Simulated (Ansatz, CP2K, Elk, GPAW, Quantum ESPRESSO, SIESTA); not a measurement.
## One structure in several programs: CsZn4P3 (P4/mmm, 8 atoms in the cell)

Self-consistent single point, at a second geometry (lattice scaled by 0.98). First geometry:

```xyz
8
Lattice="3.9567 0.0000 0.0000 0.0000 3.9567 0.0000 0.0000 0.0000 10.1810" Properties=species:S:1:pos:R:3 pbc="T T T"
Cs     0.0000     0.0000     5.0905
Zn     1.9783     0.0000     8.6380
Zn     1.9783     0.0000     1.5430
Zn     0.0000     1.9783     8.6380
Zn     0.0000     1.9783     1.5430
P      1.9783     1.9783     7.3986
P      1.9783     1.9783     2.7825
P      0.0000     0.0000     0.0000
```

Shared settings, as Ansatz (a program for electronic structure) writes them: kpoints.mp_grid.grid = 4 4 2; scf.occupations.method = fermi_dirac; scf.occupations.width = 0.1 eV. Potentials and cutoffs stand in the table.

| code | model | ΔF from the first geometry (meV/atom) | pressure (GPa) | largest force (eV/Å) | cutoff |
|---|---|---|---|---|---|
| CP2K | LDA (Pade form), GPW, DZVP-MOLOPT-SR-GTH basis, GTH-PADE potentials (GTH_POTENTIALS) | 33.4 | 7.43 | 1.254 | grid 600 Ry |
| GPAW | LDA (Perdew-Wang 92), GPAW PAW datasets LDA (gpaw-data 1.0.1) | 25.8 | 6.25 | 1.099 | 800 eV |
| Quantum ESPRESSO | LDA (PW92), PseudoDojo standard norm-conserving (LDA) pseudopotentials | 25.6 | 6.21 | 1.127 | 85 Ry |
| SIESTA | LDA PW92, numerical atomic orbitals DZP, PseudoDojo LDA standard norm-conserving potentials (rewritten from UPF to PSML) | 31.5 | 7.22 | 1.762 | grid 300 Ry |
| Elk | LDA (PW92), all-electron FP-LAPW, Elk's shipped species files, default APW+lo basis | 25.6 | – | – | rgkmax 7 |
| Ansatz | LDA (PW92), PAW files made with PBE | 26.7 | 6.36 | 1.143 | 420 eV |

Size of the force on each atom (eV/Å): Sizes of forces hide their directions.

| code | Cs1 | Zn2 | Zn3 | Zn4 | Zn5 | P6 | P7 | P8 |
|---|---|---|---|---|---|---|---|---|
| CP2K | 0.000 | 0.375 | 0.375 | 0.375 | 0.375 | 1.254 | 1.254 | 0.000 |
| GPAW | 0.000 | 0.335 | 0.335 | 0.335 | 0.335 | 1.099 | 1.099 | 0.000 |
| Quantum ESPRESSO | 0.000 | 0.338 | 0.338 | 0.338 | 0.338 | 1.127 | 1.127 | 0.000 |
| SIESTA | 0.000 | 0.530 | 0.530 | 0.530 | 0.530 | 1.762 | 1.762 | 0.000 |
| Ansatz | 0.000 | 0.337 | 0.337 | 0.337 | 0.337 | 1.143 | 1.143 | 0.000 |

A dash marks a value that a program does not give, or that is left out as unsure.

The spread over the programs that give each value: ΔF from the first geometry within 7.8 meV/atom; pressure within 1.22 GPa; largest force within 0.663 eV/Å.

CP2K and SIESTA use small atom-centred bases, whose incompleteness enters pressures, forces and empty levels differently from a plane-wave cutoff. Elk treats all electrons, but the usual bases taken here (sphere radii, linearisation, local orbitals, empty states) were not tested for convergence, so the values are no reference for the others. Ansatz's pressure is given at a fixed set of plane waves, as the other plane-wave codes print theirs; with its correction for the finite basis it is 6.39 GPa. In the pressure, CP2K (by 1.18) lies more than 1 GPa from the median of the plane-wave programs. In the force vectors, CP2K (by 0.128) and SIESTA (by 0.636) lie more than 0.08 eV/Å from the median of the plane-wave programs.

The shared mesh is coarse (it stands for a supercell whose shortest vector is 16 Å), so the values are not converged in it.

The starting cell comes from a database of computed structures (which also holds hypothetical and non-ambient phases and stackings), without a prior relaxation at this level. Its lattice was rescaled by a random factor within 2.5 % of one. For this run, on top of that: lattice scaled by 0.98.

Left out of this page: ABINIT and FLEUR (with a known weakness of the program).

Keys are those of Ansatz 0.2.
